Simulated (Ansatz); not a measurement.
Take CaO in the zinc blende structure (space group F-43m, No. 216; a = 5.213 Å; a hypothetical phase, not in the database extracts checked) as the base. Axes: x, y, z lie along the cube axes.

Level of theory: r2SCAN in Ansatz (plane waves to 500 eV, PAW, spin-orbit coupling left out).

A first run, uniaxial strain ε_zz = +0.65 %, gives secant values C11 ≈ 93 GPa and C12 ≈ 76 GPa from its stress. A second run applies isotropic strain −0.40 %.

Q: What does linear elasticity predict for the bulk modulus −ΔP/(ΔV/V₀) in the second run, and what does the run give?

A: Linear elasticity: (C11 + 2 C12)/3 = 82 GPa. The run gives 85 GPa; any difference comes from nonlinear terms at these strains and numerical noise.

Whether these cells are dynamically stable was not tested.

Ansatz is a quantum-chemistry and plane-wave program.
